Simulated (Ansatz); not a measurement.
Consider K in the bcc (W type) structure (space group Im-3m, No. 229; a = 5.212 Å).

It is then changed as follows: every K is replaced by La; the structure is relaxed again.

Levels (all Ansatz, a first-principles code, PAW, earlier PAW set): PBEsol (420 eV, no SOC); r2SCAN (500 eV, scalar-relativistic without spin-orbit coupling).

The geometry is relaxed with PBEsol.

```
Quantity          Result
---------------  -------
PBEsol pressure  0.0 GPa
```

With r2SCAN at the same geometry, the pressure goes from zero to 2.7 GPa.

Single points use the geometry relaxed with PBEsol. Their cutoffs differ, which shifts pressures a little. Whether these cells are dynamically stable was not tested. For La in this form, whether it has been made was not checked. All final runs are without spin polarisation. This is not the structure that La has at room temperature and ambient pressure.
